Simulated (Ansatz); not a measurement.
# Worked example: self-consistent single point of TlS (I4/mcm, 8 atoms in the cell) in Ansatz

Method: PBEsol, default PAW files made with PBE (plane waves; Ansatz, a first-principles code).

Input:

Ansatz 0.2 input:
```yaml
# TlS
crystal:
  lattice:
    - [-3.86576500, 3.86576500, 3.39808200]
    - [3.86576500, -3.86576500, 3.39808200]
    - [3.86576500, 3.86576500, -3.39808200]
  atoms:
    - { symbol: Tl, position_ang: [0.00000000, 0.00000000, 1.69904100] }
    - { symbol: Tl, position_ang: [-0.00000000, 0.00000000, 5.09712300] }
    - { symbol: Tl, position_ang: [3.86576500, 0.00000000, 1.69904100] }
    - { symbol: Tl, position_ang: [-0.00000000, 3.86576500, 1.69904100] }
    - { symbol: S, position_ang: [1.32572545, 5.19149045, -0.00000000] }
    - { symbol: S, position_ang: [2.54003955, -1.32572545, 3.39808200] }
    - { symbol: S, position_ang: [2.54003955, 1.32572545, 0.00000000] }
    - { symbol: S, position_ang: [1.32572545, 2.54003955, 3.39808200] }
basis:
  ecutwfc: 30.9 Ry
kpoints:
  mp_grid:
    grid: [7, 7, 7]
    shift: [0.5, 0.5, 0.5]
hamiltonian:
  xc: pbesol
  pseudopotentials:
    kind: paw
scf:
  occupations:
    method: fixed
output:
  forces: true
  eigenvalues: true
  stress: true
```

The program printed (abridged):

```
WARN ansatz: RAYON_NUM_THREADS=1 ignored (pool sized by the plan → 1); use --threads N
Pseudopotentials: kind: paw
Pseudopotential: Tl, paw, valence charge 13
Pseudopotential: S, paw, valence charge 6
Crystal: 8 atoms, lattice volume = 203.126 Å³
Basis set: ecut = 420.4159175005146 eV, 3967 PW (Γ), exchange–correlation on 90×90×90 points (8 copies of the dense FFT grid, shifted against one another)
Bands: 46, of which v1, the nominal top of the filled ones, is band 38 counted from 1 (37 counted from 0)
Symmetry: 16 space group operations
Space group: I4/mcm (ITA 140), of the structure as read, at distance tolerance 5.9e-5 Å
k-points: 40 of 343
PAW frozen core: Tl, regenerated for the run's functional, and the local potential with it
PAW frozen core: S, regenerated for the run's functional, and the local potential with it
Initial density: superposition of atomic densities (neutral atoms: chi_scale 0, normalization atom), corrected by the library's trained network
Initial wavefunctions: pseudopotential atomic-orbital guess
Eigensolver: davidson
Functional: x = pbesol(κ = 0.804, μ = 0.12345679012345678), c = pbesol(β = 0.046)
SCF iter   1: F=—  HF=-48723.964241 eV  |F-HF|=—  |Δ(HF+E_count)|=         —  Δρ=4.41e-3  dr2=6.04e-2  ethr=1.77e-3  ⟨swp⟩=5.0  Hψ=5975  notcnv=0  defer=237
all-band conjugate gradients solve this SCF's bands
preconditioner: auto → Resta (q_TF=auto, 2.316 Å⁻¹)
SCF iter   2: F=—  HF=-48723.951015 eV  |F-HF|=—  |Δ(HF+E_count)|=   1.32e-2  Δρ=1.71e-3  dr2=8.17e-3  ethr=7.95e-5  ⟨swp⟩=2.5  Hψ=3150  notcnv=0  defer=240
SCF iter   3: F=—  HF=-48723.949008 eV  |F-HF|=—  |Δ(HF+E_count)|=   2.01e-3  Δρ=3.79e-4  dr2=2.46e-4  ethr=1.07e-5  ⟨swp⟩=2.4  Hψ=3309  notcnv=0  defer=240
SCF iter   4: F=—  HF=-48723.949069 eV  |F-HF|=—  |Δ(HF+E_count)|=   6.07e-5  Δρ=1.01e-4  dr2=2.04e-5  ethr=3.23e-7  ⟨swp⟩=2.6  Hψ=3005  notcnv=0  defer=163
SCF iter   5: F=—  HF=-48723.949046 eV  |F-HF|=—  |Δ(HF+E_count)|=   2.23e-5  Δρ=1.86e-5  dr2=5.65e-7  ethr=2.69e-8  ⟨swp⟩=2.6  Hψ=3218  notcnv=0  defer=103
SCF iter   6: F=-48723.949047 eV  HF=-48723.949047 eV  |F-HF|=1.37e-8  |Δ(HF+E_count)|=   7.32e-7  Δρ=3.58e-6  dr2=3.65e-8  ethr=1.32e-10  ⟨swp⟩=10.6  Hψ=9520  notcnv=0
SCF 1 converged in 6 iterations: F = -48723.949047 eV  dr2 = 3.65e-8
SCF converged after 6 iterations
Free energy (F): -48723.949047 eV
Harris-Foulkes:  -48723.949047 eV  (|F-HF|=1.37e-8)
Internal energy: -48723.949047 eV  (E = F + TS)
E sigma→0 (E₀):  -48723.949047 eV
Fermi energy:    7.535949 eV
--- Per-component energies (eV) ---
  E_band       = -62.063017
  E_kinetic    = 1763.686384
  E_local      = -4510.447751  (includes V_loc(G=0)·N_el)
  E_nonlocal   = 1395.096354
  E_hartree    = 1664.564610
  E_xc         = -1294.830633
  E_vxc        = -912.348209  (∫ρ·V_xc dr)
  E_paw        = -42415.038560  (= ΣΔE_a)
  E_vpaw       = -1127.186377  (= ΣTr[D̂ρ^β])
  E_aug_tail   = 0.000144  (compensation charges beyond the density's cutoff)
  E_ewald      = -5327.380453
  E_core_change = 0.400857  (= ΣΔE_core)
  E_smearing   = -0.000000  (= −TS)
  E_closure    = -0.000000  (closes the sum)
  Σ components = -48723.949047   (vs F -48723.949047, Δ=0.00e0)
--- Forces (eV/Å), atoms counted from 1 ---
  atom   1  Tl     0.00000000    -0.00000000     0.00000000
  atom   2  Tl     0.00000000    -0.00000000     0.00000000
  atom   3  Tl    -0.00000000     0.00000000     0.00000000
  atom   4  Tl     0.00000000     0.00000000     0.00000000
  atom   5  S      0.29677941     0.29677941     0.00000000
  atom   6  S     -0.29677941    -0.29677941     0.00000000
  atom   7  S     -0.29677941     0.29677941     0.00000000
  atom   8  S      0.29677941    -0.29677941     0.00000000
  max |Σ_I F_I| component: 1.11e-16 eV/Å
--- Stress (GPa, compression-positive) ---
        0.930352      -0.000000       0.000000
       -0.000000       0.930352       0.000000
       -0.000000      -0.000000       1.477755
  P = ⅓ Tr σ = 1.1128 GPa (11.128 kbar)
  The stress holds the Pulay correction. Without it, at fixed plane waves, as pw.x and ABINIT print it: P = 1.0804 GPa
--- Band table (eV; the first three rows and the last of 40) ---
  k-point 0: bands = ["-6.0323", "-5.6001", "-5.5965", "-5.4348", "-4.1301", "-3.9597", "-3.9518", "-3.9489", "-3.8988", "-3.8268", "-3.6542", "-3.5012", "-3.4003", "-3.3652", "-3.3085", "-3.1706", "-3.1664", "-3.1513", "-3.0918", "-3.0909", [...]
  k-point 1: bands = ["-5.9470", "-5.6162", "-5.5912", "-5.4200", "-4.1040", "-3.9619", "-3.9518", "-3.9459", "-3.8858", "-3.8187", "-3.6479", "-3.5016", "-3.4433", "-3.3441", "-3.3200", "-3.2068", "-3.1704", "-3.1578", "-3.0933", "-3.0911", [...]
  k-point 2: bands = ["-5.8553", "-5.6553", "-5.5869", "-5.4024", "-4.0806", "-3.9582", "-3.9518", "-3.9415", "-3.8747", "-3.8121", "-3.6426", "-3.5021", "-3.4636", "-3.3635", "-3.3196", "-3.2454", "-3.1695", "-3.1634", "-3.0937", "-3.0914", [...]
  k-point 39: bands = ["-5.6645", "-5.6401", "-5.6401", "-5.3593", "-4.0228", "-4.0137", "-3.9309", "-3.9309", "-3.9042", "-3.8351", "-3.6357", "-3.5225", "-3.3217", "-3.3217", "-3.2768", "-3.1869", "-3.1558", "-3.1472", "-3.1472", "-3.1232", [...]
```

The run converged in 6 iterations.

The starting cell comes from a database of computed structures (which also holds hypothetical and non-ambient phases and stackings), without a prior relaxation at this level. Its lattice was rescaled by a random factor within 2.5 % of one. Spin-orbit coupling is off. Ansatz's pressure includes its estimate of the finite-basis (Pulay) stress. The shifted mesh does not hold Γ, so a gap read on it misses any band edge there.
